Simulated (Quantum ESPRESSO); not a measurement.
## Parameter sweep on BC7 (P-43m, 8 atoms in the cell)

```
BC7
1.0
    3.62015     0.00000     0.00000
    0.00000     3.62015     0.00000
    0.00000     0.00000     3.62015
B C
1 7
Direct
  0.00000   0.00000   0.00000
  0.00000   0.50000   0.50000
  0.50000   0.00000   0.50000
  0.50000   0.50000   0.00000
  0.74522   0.74522   0.25478
  0.74522   0.25478   0.74522
  0.25478   0.25478   0.25478
  0.25478   0.74522   0.74522
```

Base run A: LDA (PZ), GBRV 1.5 ultrasoft (LDA) pseudopotentials (Quantum ESPRESSO 7.5), self-consistent single point.

Its settings: ecutwfc = 40 Ry; ecutrho = 200 Ry; occupations = smearing; smearing = mp; degauss = 0.0147 Ry; potentials = {B: b_lda_v1.4.uspp.F.UPF, C: c_lda_v1.2.uspp.F.UPF}; K_POINTS = automatic 7 7 7 0 0 0; conv_thr = 1e-10 Ry; mixing_beta = 0.3.

The starting cell comes from a database of computed structures (which also holds hypothetical and non-ambient phases and stackings), without a prior relaxation at this level. In the base run, with a pressure of about -14 GPa the cell is away from its equilibrium volume at this level.

Absolute energies have different zeros for different potentials, functionals, Hubbard and dispersion terms and are not compared across them.

Run A gave: pressure (GPa) -13.87; largest force (eV/Å) 0.096.

Runs:
- B: ecutwfc: 40 Ry → 85 Ry; ecutrho: 200 Ry → default; pseudopotentials: {B: b_lda_v1.4.uspp.F.UPF, C: c_lda_v1.2.uspp.F.UPF} → {B: B.upf, C: C.upf} [LDA (PW92)]
- C: ecutwfc: 40 Ry → 50 Ry; ecutrho: 200 Ry → 450 Ry; pseudopotentials: {B: b_lda_v1.4.uspp.F.UPF, C: c_lda_v1.2.uspp.F.UPF} → {B: B.pz-n-kjpaw_psl.1.0.0.UPF, C: C.pz-n-kjpaw_psl.1.0.0.UPF}
- D: ecutwfc: 40 Ry → 50 Ry; ecutrho: 200 Ry → 450 Ry; pseudopotentials: {B: b_lda_v1.4.uspp.F.UPF, C: c_lda_v1.2.uspp.F.UPF} → {B: B.pz-n-rrkjus_psl.1.0.0.UPF, C: C.pz-n-rrkjus_psl.1.0.0.UPF}

What does run D change against A?

The pressure goes from -13.87 to -11.54 GPa and the largest force goes from 0.096 to 0.219 eV/Å.

What does run B change against A?

The pressure goes from -13.87 to -12.53 GPa and the largest force goes from 0.096 to 0.052 eV/Å.

What does run C change against A?

The pressure goes from -13.87 to -13.03 GPa and the largest force hardly changes (0.096 to 0.094 eV/Å).

```csv
run,pressure (GPa),largest force (eV/Å)
A,-13.87,0.096
B,-12.53,0.052
C,-13.03,0.094
D,-11.54,0.219
```
